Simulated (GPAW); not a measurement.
**Worked example: self-consistent single point of CaMg2 (P-6m2, 6 atoms in the cell) in GPAW**

Level of theory: PBEsol, GPAW PAW datasets PBEsol (made by gpaw-setup) (plane waves; GPAW).

This input was run:

```python
from ase import Atoms
from ase.units import GPa
from gpaw import GPAW, PW, FermiDirac

atoms = Atoms(['Ca', 'Ca', 'Mg', 'Mg', 'Mg', 'Mg'],
              cell=[[3.472840, 0.000000, 0.000000],
                    [-1.736420, 3.007568, 0.000000],
                    [0.000000, 0.000000, 16.636002]],
              positions=[[0.000000, 0.000000, 5.446461],
                         [0.000000, 0.000000, 11.189541],
                         [0.000000, 0.000000, 0.000000],
                         [1.736422, 1.002522, 2.578580],
                         [1.736422, 1.002522, 14.057422],
                         [1.736422, 1.002522, 8.318001]],
              pbc=True)

calc = GPAW(mode=PW(800),
            xc='PBEsol',
            kpts={'size': (8, 8, 2), 'gamma': True},
            occupations=FermiDirac(0.1),
            nbands=-10,
            symmetry={'symmorphic': False, 'tolerance': 0.0005},
            maxiter=120,
            txt='-')

atoms.calc = calc

energy = atoms.get_potential_energy()
print('Energy (eV):', round(energy, 6))
forces = atoms.get_forces()
print('Forces (eV/Ang):')
print(forces.round(5))
stress = atoms.get_stress()
print('Stress (GPa, Voigt):', (stress / GPa).round(4))
```

Output, abridged:

```
Input parameters:
  kpts: {gamma: True,
         size: (8, 8, 2)}
  maxiter: 120
  mode: {ecut: 800.0,
         name: pw}
  nbands: -10
  occupations: {fixmagmom: False,
                name: fermi-dirac,
                width: 0.1}
  symmetry: {symmorphic: False,
             tolerance: 0.0005}
  xc: PBEsol

species:
  Ca:
    name: Calcium
    Z: 20.0
    valence: 10
    core: 10
    charge: 0.0
    file: Ca.PBEsol.gz

    # Using partial waves for Ca as LCAO basis

  Mg:
    name: Magnesium
    Z: 12.0
    valence: 10
    core: 2
    charge: 0.0
    file: Mg.PBEsol.gz

    # Using partial waves for Mg as LCAO basis

Reference energy: -58725.846484  # eV

Spin-paired calculation

Convergence criteria:
 Maximum [total energy] change in last 3 cyles: 0.0005 eV / valence electron
 Maximum integral of absolute [dens]ity change: 0.0001 electrons / valence electron
 Maximum integral of absolute [eigenst]ate change: 4e-08 eV^2 / valence electron
 Maximum number of scf [iter]ations: 120

Symmetries present (total): 12
Symmetries with fractional translations: 0
128 k-points: 8 x 8 x 2 Monkhorst-Pack grid + [1/16,1/16,1/4]
20 k-points in the irreducible part of the Brillouin zone
       k-points in crystal coordinates                weights
   0:     0.00000000    0.00000000    0.00000000          1/128
   1:     0.00000000    0.00000000    0.50000000          1/128
   2:     0.12500000    0.00000000    0.00000000          6/128
   [... 7 lines left out ...]
          ...
  19:     0.50000000    0.50000000    0.50000000          3/128

Wave functions: Plane wave expansion
  Cutoff energy: 800.000 eV
  Number of coefficients (min, max): 8777, 8966
  Pulay-stress correction: 0.000000 eV/Ang^3 (de/decut=0.000000)

Occupation numbers: Fermi-Dirac:
  width: 0.1000  # eV

Eigensolver

Densities:
  Coarse grid: 24*24*112 grid
  Fine grid: 48*48*224 grid
  Total Charge: 0.000000

Density mixing:
  Method: separate
  Backend: pulay
  Linear mixing parameter: 0.05
  old densities: 5
  Damping of long wavelength oscillations: 50

Hamiltonian:
  XC and Coulomb potentials evaluated on a 48*48*224 grid
  External potential:
    NoExternalPotential

XC parameters: PBEsol with 2 nearest neighbor stencil

Number of atoms: 6
Number of atomic orbitals: 42
Number of bands in calculation: 40
Number of valence electrons: 60
Bands to converge: occupied

Density initialized from atomic densities
  40 bands from LCAO basis set

Atomic positions and initial magnetic moments

Positions:
   0 Ca     0.000000    0.000000    5.446461    ( 0.0000,  0.0000,  0.0000)
   1 Ca     0.000000    0.000000   11.189541    ( 0.0000,  0.0000,  0.0000)
   2 Mg     0.000000    0.000000    0.000000    ( 0.0000,  0.0000,  0.0000)
   3 Mg     1.736422    1.002522    2.578580    ( 0.0000,  0.0000,  0.0000)
   4 Mg     1.736422    1.002522   14.057422    ( 0.0000,  0.0000,  0.0000)
   5 Mg     1.736422    1.002522    8.318001    ( 0.0000,  0.0000,  0.0000)

Unit cell:
           periodic     x           y           z      points  spacing
  1. axis:    yes    3.472840    0.000000    0.000000    24     0.1253
  2. axis:    yes   -1.736420    3.007568    0.000000    24     0.1253
  3. axis:    yes    0.000000    0.000000   16.636002   112     0.1485

  Lengths:   3.472840   3.472840  16.636002
  Angles:   90.000000  90.000000 119.999997

Effective grid spacing dv^(1/3) = 0.1391

     iter     time        total  log10-change:
                         energy   eigst   dens
iter:   1 --:--:--   -10.793344
iter:   2 --:--:--   -11.299391   -0.19  -1.52
iter:   3 --:--:--   -11.419359   -0.69  -1.59
iter:   4 --:--:--   -11.395329   -1.48  -1.61
iter:   5 --:--:--   -11.409918c  -2.21  -1.72
iter:   6 --:--:--   -11.421925c  -2.29  -1.79
iter:   7 --:--:--   -11.400054c  -3.01  -2.12
iter:   8 --:--:--   -11.394113c  -3.67  -2.33
iter:   9 --:--:--   -11.390253c  -3.99  -2.53
iter:  10 --:--:--   -11.389217c  -4.85  -2.93
iter:  11 --:--:--   -11.388233c  -4.51  -3.04
iter:  12 --:--:--   -11.388198c  -5.53  -3.28
iter:  13 --:--:--   -11.388212c  -5.66  -3.34
iter:  14 --:--:--   -11.388273c  -5.81  -3.59
iter:  15 --:--:--   -11.388191c  -6.49  -3.75
iter:  16 --:--:--   -11.388163c  -6.47  -3.97
iter:  17 --:--:--   -11.388175c  -7.39  -4.11c
iter:  18 --:--:--   -11.388173c  -7.83c -4.17c

Converged after 18 iterations.

Dipole moment: (4.721424, -2.725912, 0.000000) |e|*Ang

Energy contributions relative to reference atoms: (reference = -58725.846484)

Kinetic:         -7.105133
Potential:      +16.734261
External:        +0.000000
XC:             -19.686991
Entropy (-ST):   -0.135043
Local:           -1.262788
SIC:             +0.000000
--------------------------
Free energy:    -11.455694
Extrapolated:   -11.388173

Showing only first 2 kpts
 Kpt  Band  Eigenvalues  Occupancy
  0    28      0.24103    2.00000
  0    29      2.36316    1.99987
  0    30      2.59759    1.99866
  0    31      4.32328    0.00010

  1    28      1.21473    2.00000
  1    29      1.24847    2.00000
  1    30      3.49961    0.30481
  1    31      3.89512    0.00687

Fermi level: 3.32802

No gap
No difference between direct/indirect transitions
Energy (eV): -11.388173

Forces in eV/Ang:
  0 Ca    0.00000    0.00000   -0.00857
  1 Ca    0.00000    0.00000    0.00857
  2 Mg    0.00000    0.00000    0.00000
  3 Mg    0.00000    0.00000   -0.03271
  4 Mg    0.00000    0.00000    0.03271
  5 Mg    0.00000    0.00000    0.00000

Stress tensor:
    -0.000944     0.000000     0.000000
     0.000000    -0.000944     0.000000
     0.000000     0.000000     0.009675
Stress (GPa, Voigt): [-0.1513 -0.1513  1.5501  0.      0.      0.    ]
```

The run converged in 18 iterations. GPAW prints stress with tension positive.

The starting cell comes from a database of computed structures (which also holds hypothetical and non-ambient phases and stackings), without a prior relaxation at this level. Its lattice was rescaled by a random factor within 2.5 % of one.

Cost on one core of a shared machine: roughly 2 min.
